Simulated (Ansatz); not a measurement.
Corundum Ga2O3 (metastable phase) was calculated with PBE0 (PAW; Ansatz, a quantum-chemistry and plane-wave program).

The run printed, among other lines:

```
WARN output.stress: scf.convergence.dr2_threshold = 1e-7 eV (the SCF's general default) is looser than the 1e-9 eV advised for a printed stress (1e-10 eV for …
WARN output.stress: scf.exx.energy_threshold = 1e-6 eV is looser than the 1e-7 eV advised for a stress under a hybrid functional (1e-8 eV for each atom of the …
Crystal: 10 atoms, lattice volume = 96.409 Å³
Basis set: ecut = 500 eV, 2429 PW (Γ), exchange–correlation on 80×80×80 points (8 copies of the dense FFT grid, shifted against one another)
Bands: 54, of which v1, the nominal top of the filled ones, is band 44 counted from 1 (43 counted from 0)
Symmetry: 12 space group operations
Space group: R-3c (ITA 167), of the structure as read, at distance tolerance 4.6e-5 Å
k-points: 32 of 216
Functional: x = pbe(κ = 0.804, μ = 0.2195149727645171), c = pbe(β = 0.06672455060314922), warm-up for x = 0.75 pbe(κ = 0.804, μ = 0.2195149727645171) + 0.25 exact, c = pbe(β = 0.06672455060314922)
SCF iter   1: F=—  HF=-18539.756994 eV  |F-HF|=—  |Δ(HF+E_count)|=         —  Δρ=1.68e-3  dr2=6.08e-4
SCF iter   2: F=-18539.758783 eV  HF=-18539.758382 eV  |F-HF|=4.01e-4  |Δ(HF+E_count)|=   1.39e-3  Δρ=8.10e-4  dr2=1.01e-4
Crystal: 10 atoms, lattice volume = 96.409 Å³
Initial density: handed on by an earlier stage of this run
Functional: x = 0.75 pbe(κ = 0.804, μ = 0.2195149727645171) + 0.25 exact, c = pbe(β = 0.06672455060314922)
  ...
Crystal: 10 atoms, lattice volume = 96.409 Å³
SCF 3 converged in 5 iterations: F = -18541.886999 eV  dr2 = 3.57e-9
Crystal: 10 atoms, lattice volume = 96.409 Å³
SCF iter   1: F=—  HF=-18541.886998 eV  |F-HF|=—  |Δ(HF+E_count)|=         —  Δρ=2.78e-6  dr2=3.29e-9
SCF iter   2: F=-18541.886998 eV  HF=-18541.886998 eV  |F-HF|=9.46e-11  |Δ(HF+E_count)|=   1.60e-9  Δρ=9.86e-7  dr2=8.21e-10
SCF 4 converged in 2 iterations: F = -18541.886998 eV  dr2 = 8.21e-10
Free energy (F): -18541.886998 eV
Internal energy: -18541.886998 eV  (E = F + TS)
E sigma→0 (E₀):  -18541.886998 eV
Fermi energy:    10.275324 eV
--- Forces (eV/Å), atoms counted from 1 ---
  atom   1  Ga     0.00000000    -0.00000000     0.00898404
  atom   2  Ga    -0.00000000     0.00000000    -0.00898404
  atom   3  Ga     0.00000000     0.00000000    -0.00898404
  atom   4  Ga    -0.00000000    -0.00000000     0.00898404
  atom   5  O      0.00002448    -0.00004240    -0.00000000
  atom   6  O     -0.00002448     0.00004240     0.00000000
  atom   7  O      0.00002448     0.00004240     0.00000000
  atom   8  O     -0.00002448    -0.00004240    -0.00000000
  atom   9  O     -0.00004896    -0.00000000     0.00000000
  atom  10  O      0.00004896     0.00000000    -0.00000000
--- Stress (GPa, compression-positive) ---
       -0.506117       0.000000      -0.000000
        0.000000      -0.506117      -0.000000
       -0.000000      -0.000000      -0.308152
  P = ⅓ Tr σ = -0.4401 GPa (-4.401 kbar)
```

Question: Write an input file that could have produced this run (the log leaves some choices open).

Answer: Several could match; the one computed here: 
Ansatz 0.2 input:
```yaml
crystal:
  lattice:
    - [2.4922749529, 1.4389156149, 4.480590468]
    - [-2.4922749529, 1.4389156149, 4.480590468]
    - [0.0, -2.8778312299, 4.480590468]
  atoms:
    - { symbol: Ga, position: [0.8553944237, 0.8553944237, 0.8553944237] }
    - { symbol: Ga, position: [0.1446055763, 0.1446055763, 0.1446055763] }
    - { symbol: Ga, position: [0.6446055763, 0.6446055763, 0.6446055763] }
    - { symbol: Ga, position: [0.3553944237, 0.3553944237, 0.3553944237] }
    - { symbol: O, position: [0.75, 0.4463783542, 0.0536216458] }
    - { symbol: O, position: [0.25, 0.5536216458, 0.9463783542] }
    - { symbol: O, position: [0.0536216458, 0.75, 0.4463783542] }
    - { symbol: O, position: [0.9463783542, 0.25, 0.5536216458] }
    - { symbol: O, position: [0.4463783542, 0.0536216458, 0.75] }
    - { symbol: O, position: [0.5536216458, 0.9463783542, 0.25] }
kpoints:
  mp_grid: { grid: [6, 6, 6] }
hamiltonian:
  xc: pbe0
  pseudopotentials: { kind: paw }
  dispersion: none
scf:
  occupations: { method: gaussian, width: 0.02 }
output:
  forces: true
  stress: true
  eigenvalues: true
basis:
  ecutwfc: 500
  ecutrho_ratio: 4
  xc_grid: 2
magnetization:
  spin_polarized: false
```

The PAW data were made under PBE.

Note: cell and atoms aren't relaxed at this level (pressure -0.4 GPa).
